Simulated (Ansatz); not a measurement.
The structure below was relaxed with r2SCAN+rVV10 in Ansatz (plane waves to 500 eV, PAW, scalar-relativistic without spin-orbit coupling), at pressure 4.5 GPa.

```
MoS2
1.0
    3.13765     0.00000     0.00000
   -1.56883     2.71729     0.00000
    0.00000     0.00000    11.81710
Mo S
2 4
Cartesian
  0.00000   1.81152   2.95428
  1.56883   0.90576   8.86283
  0.00000   1.81152   7.30496
  1.56883   0.90576   1.39641
  1.56883   0.90576   4.51214
  0.00000   1.81152  10.42069
```

Q: Find the space group and the Wyckoff positions.

A: Space group P6₃/mmc (No. 194); a = 3.1377 Å, b = 3.1377 Å, c = 11.8171 Å, α = 90.00°, β = 90.00°, γ = 120.00°

| atom | site | symmetry | x | y | z |
|---|---|---|---|---|---|
| Mo | 2c | -6m2 | 0.3333 | 0.6667 | 0.2500 |
| S | 4f | 3m. | 0.6667 | 0.3333 | 0.1182 |

Q: Describe the coordination.

A: The crystal has 6 atoms in its conventional cell. Conventional cell: a = b = 3.138 Å, c = 11.817 Å, α = β = 90.00°, γ = 120.00°. Mo is coordinated by 6 S at 2.389 Å (trigonal prismatic). S sees 3 Mo at 2.389 Å (trigonal pyramidal). (Neighbours: up to the widest gap in distance over summed covalent radii, below 1.35, at either atom; cation-cation and far metal-metal contacts left out.)

Load acts through the strain it causes; cell and atoms are relaxed under it. No phonon test of stability was made. The cell was made from MoS₂ in the 2H-MoS2 type structure (space group P6_3/mmc, No. 194; layered, stacked along the Cartesian z axis) by this change: pressure 4.5 GPa.

Ansatz is an electronic-structure program.
